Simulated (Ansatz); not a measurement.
An Ansatz (an electronic-structure program) input (PBEsol in Ansatz (plane waves to 420 eV, PAW, no spin-orbit coupling)):

Ansatz 0.2 input:
```yaml
crystal:
  lattice:
    - [4.1058045814, 0, 0]
    - [0, 4.1058045814, 0]
    - [0, 0, 4.1058045814]
  atoms:
    - { symbol: Sr, position: [0.5, 0.5, 0.5] }
    - { symbol: Hf, position: [0, 0, 0] }
    - { symbol: O, position: [0, 0.5, 0] }
    - { symbol: O, position: [0.5, 0, 0] }
    - { symbol: O, position: [0, 0, 0.5] }
basis: { ecutwfc: 420, ecutrho_ratio: 4, xc_grid: 2, fft_grid_basis: typed }
kpoints: { mp_grid: { grid: [11, 11, 11] } }
hamiltonian:
  xc: pbesol
  dispersion: none
  pseudopotentials: { kind: paw }
total_charge: -0.207642
scf: { occupations: { method: fermi_dirac, width: 0.0259 }, convergence: { dr2_threshold: 0.0000000005 } }
relax: { f_tol: 0.005, max_steps: 30 }
output: { forces: true, stress: true }
checkpoint: { write: state.ck, write_every: 1000 }
```

Q: Which symmetry and how many k-points will the program report, and about how many plane waves at Γ?

A: Space group Pm-3m (ITA 221) with 48 operations, k-points 56 of 1331, and 1357 plane waves at Γ.

Charged cell with a jellium background: band edges are those of the host's band count, energies are not comparable with the neutral cell, and many-body gap narrowing is missing. Whether these cells are dynamically stable was not tested. The cell was made from SrHfO3 in the cubic perovskite structure (space group Pm-3m, No. 221) by this change: electrons 3.0×10^21 cm⁻³. Many cubic perovskites are stable only at high temperature; tilts and polar distortions were not tested.
